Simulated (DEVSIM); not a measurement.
Device: abrupt Si n-p junction, at 350 K.

| layer (left to right) | material | thickness (μm) | Nd (cm⁻³) | Na (cm⁻³) | τn (s) | τp (s) |
|---|---|---|---|---|---|---|
| 1 | Si | 0.220 | 9e15 | - | 4.5e-7 | 4.5e-7 |
| 2 | Si | 1.50 | - | 2.3e14 | 4.5e-7 | 4.5e-7 |

Left contact: ohmic. Right contact: ohmic. Voltage is applied to the left contact. Recombination: SRH at mid-gap, radiative. Mobility is μmin + (μ − μmin)/(1 + (N/Nref)^α).

The device is made up for the run: typed textbook-type constants, with dimensions and the other settings drawn at random. Values at 300 K; Nc and Nv go as T^1.5, mobilities as T to minus their exponent, the gap by Varshni's rule with the affinity fixed.

| parameter | Si |
|---|---|
| gap (eV) | 1.124 |
| affinity (eV) | 4.05 |
| permittivity | 11.7 |
| Nc (cm⁻³) | 2.86e19 |
| Nv (cm⁻³) | 3.1e19 |
| μn (cm²/Vs) | 1417 |
| μp (cm²/Vs) | 470 |
| μn,min | 52 |
| μp,min | 45 |
| Nref,n | 9.7e16 |
| Nref,p | 2.2e17 |
| αn | 0.68 |
| αp | 0.72 |
| T exponent of μn | 2.3 |
| T exponent of μp | 2.2 |
| B (cm³/s) | 4.7e-15 |
| Varshni α (eV/K) | 0.000473 |
| Varshni β (K) | 636 |

Simulated with DEVSIM: 1D drift-diffusion, Boltzmann statistics, complete ionisation; no tunnelling, impact ionisation, image-force lowering or self-heating.

The thickness of layer 1 was swept, all else fixed.

```csv
thickness of layer 1 (μm),largest field in the device at zero bias (V/cm),dark forward voltage at 100 A/cm² (V)
0.044,8000,0.560
0.077,7500,0.554
0.13,7300,0.547
0.22,7300,0.539
0.37,7300,0.533
0.66,7300,0.530
1.1,7300,0.530
```

From the first row to the last the largest field in the device at zero bias goes from 8000 to 7300. From the first row to the last the dark forward voltage at 100 A/cm² goes from 0.560 to 0.530.
